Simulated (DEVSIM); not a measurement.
Structure: Co/AlN/n-Ge capacitor, at 300 K.

Layer 1 from the left is AlN, thickness (nm) 2.20. Layer 2 from the left is Ge, thickness (nm) 490, Nd (cm⁻³) 1.5e18.

Metal gate on the left, work function 5 eV. Fixed charge at the semiconductor interface 0 cm⁻² (in units of +e); interface traps 1.2e10 cm⁻² eV⁻¹, uniform in energy, neutral level at 0.7 of the gap above the valence band.

This is a model device: material constants are rounded textbook-type values typed into the input, and sizes, dopings and lifetimes were drawn at random. Values at 300 K.

AlN: gap (eV) 6.1, affinity (eV) 1.9, permittivity 8.5. Ge: gap (eV) 0.664, affinity (eV) 4, permittivity 16, Nc (cm⁻³) 1.04e19, Nv (cm⁻³) 6e18.

Model (solved in DEVSIM): 1D Poisson equation in equilibrium, Boltzmann statistics, complete ionisation; no quantum confinement or tunnelling. Metal contacts follow the ideal Schottky-Mott rule: no Fermi-level pinning, no interface dipoles.

Question: What does the simulation give for the minimum of the low-frequency capacitance, the threshold voltage (band bending 2φF), the flat-band voltage?

Answer: minimum of the low-frequency capacitance 0.530 μF/cm²; threshold voltage (band bending 2φF) 0.19 V; flat-band voltage 0.95 V.
